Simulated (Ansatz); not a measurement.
The starting structures come from a database of crystals and need not be the phases stable at ambient conditions.

 Where the default PAW files enter, the runs use the earlier of Ansatz's two default sets.

Tunnelling through a barrier is set by its complex band structure: the current falls as exp(−2κd) with the smallest κ.

Input:

```xyz
6
Lattice="3.8306 0.0000 0.0000 1.9153 3.5789 0.0000 0.0000 2.1643 7.0929" Properties=species:S:1:pos:R:3 pbc="T T T"
Ca     3.8306     3.0809     5.3446
Ca     1.9153     2.6623     1.7483
C      1.9153     4.2332     4.0026
C      3.8306     1.5100     3.0903
C      1.9153     0.4706     0.4132
C      3.8306     5.2725     6.6798
```

Space group of this cell: C2/m. The cell is taken as given.

Transport runs along the normal of the first two printed cell vectors.

The gap is the functional's own, uncorrected, and κ follows it; spin-orbit coupling is left out. Mid-gap values are interpolated between the computed energies.

Problem. Estimate the band gap and the smallest decay constant κ at mid-gap that r2SCAN run with Ansatz (a quantum-chemistry and plane-wave program) returns for this system.

Solution. Gap 2.63 eV on a 10×10×4 mesh; κ = 0.403 1/Å, at (0.500, 0.000) of the in-plane reciprocal vectors. At the zone centre, at the nearest computed energy, the slowest state has κ = 0.47 1/Å.
